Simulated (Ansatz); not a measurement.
The starting structures come from a database of crystals and need not be the phases stable at ambient conditions.

Inside the gap of an insulator the Bloch states are evanescent, with a wavenumber k + iκ along the transport direction.

Data:

```
B
1.0
    5.03164     0.00000     0.00000
    0.00000     5.59965     0.00000
    0.00000     0.00000     6.93885
B
28
Direct
  0.34687   0.09290   0.29188
  0.65313   0.90710   0.70812
  0.65313   0.90710   0.29188
  0.34687   0.09290   0.70812
  0.84687   0.40710   0.20812
  0.15313   0.59290   0.79188
  0.15313   0.59290   0.20812
  0.84687   0.40710   0.79188
  0.85201   0.22904   0.00000
  0.14799   0.77096   0.00000
  0.35201   0.27096   0.50000
  0.64799   0.72904   0.50000
  0.16420   0.00771   0.50000
  0.83580   0.99229   0.50000
  0.66420   0.49229   0.00000
  0.33580   0.50771   0.00000
  0.66067   0.21925   0.37467
  0.33933   0.78075   0.62533
  0.33933   0.78075   0.37467
  0.66067   0.21925   0.62533
  0.16067   0.28075   0.12533
  0.83933   0.71925   0.87467
  0.83933   0.71925   0.12533
  0.16067   0.28075   0.87467
  0.83007   0.48047   0.50000
  0.16993   0.51953   0.50000
  0.33007   0.01953   0.00000
  0.66993   0.98047   0.00000
```

The cell is taken as given.

Transport runs along the normal of the first two printed cell vectors.

The gap is the functional's own. No spin-orbit coupling. Mid-gap values are those at the computed energy nearest the middle.

### Question
Compute, with Ansatz (a first-principles code) with r2SCAN, the band gap and the smallest decay constant κ at mid-gap.

### Answer
Gap 1.63 eV on a 6×6×6 mesh; κ = 0.128 1/Å, at (0.000, 0.500) of the in-plane reciprocal vectors. At the zone centre the slowest state has κ = 0.16 1/Å.
